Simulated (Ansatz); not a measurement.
Cost and result by functional for the adsorption energy of SiH3 on the 1x1 (10-10) surface of wurtzite ZnO (cut with top plane O + Zn), one in a 2x1 cell, started at the site 'bridge Zn-Zn (span 3.3 Å)', in Ansatz (plane waves, PAW). Single points on the PBE structure, on one kind of machine; costs are rough ratios of the slab run's core time (references not counted) to the cheapest single point. r2SCAN's cost holds its higher cutoff (500 against 420 eV). Differences are taken against r2SCAN for comparison alone: no measured value is at hand, so the table doesn't rank accuracy. The points keep PBE's geometry, so the relaxation of a polaron and the settling of charge on one site are left out.

Host crystal: wurtzite ZnO, with a band gap (PBE, scalar-relativistic without spin-orbit coupling).

Slab: 36 atoms, 9.4 Å thick at the start under the adsorbate (thin: gaps and levels are the slab's own); k 3x4x1, smearing 0.01 eV, dipole-corrected; 16 atoms held, the rest relaxed; no symmetry held; spin-polarised, no spin-orbit, no U, no dispersion correction. The starting moment vanished. At the end it is bonded to O. In PBE this state lies 0.05 eV over the lowest of the starts that converged ('top Zn #2'). These notes are the PBE run's. r2SCAN: The program's check for a lower electronic state was not made. Adsorption energies are against SiH4(g) − ½ H2(g). A negative adsorption energy means that the adsorbate is more stable on the surface than in its reference.

```tsv
functional	relative cost	adsorption energy (eV)	less r2SCAN (eV)
RPBE	1	-0.20	0.24
r2SCAN	2	-0.44	0.00
PBE (the relaxed run's value)	–	-0.43	0.01
```

The values span 0.24 eV, while the single points' costs differ by a factor of roughly 2. Differences are of unrounded values.

Ansatz is an electronic-structure program.
